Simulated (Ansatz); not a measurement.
ZrN (model structure, started from the FeSi type, Fm-3m, No. 225, 8 atoms in the cell): lattice parameter a by level of theory

No measured value is used here.

| level (code) | value (Å) |
|---|---|
| PBE (Ansatz) | 4.595 |
| PBEsol (Ansatz) | … |
| PBE-D3(BJ) (Ansatz) | 4.559 |

Question: Some entries are withheld; supply them.

Answer: 
- PBEsol (Ansatz, a quantum-chemistry and plane-wave program), value (Å): 4.553

Ansatz's density-functional and Hartree–Fock values are scalar-relativistic unless marked +SOC, with PAW data made under PBE.

A model structure was made by putting elements into a prototype or built by hand; here it ended with the formula and space group of a phase in our tables.
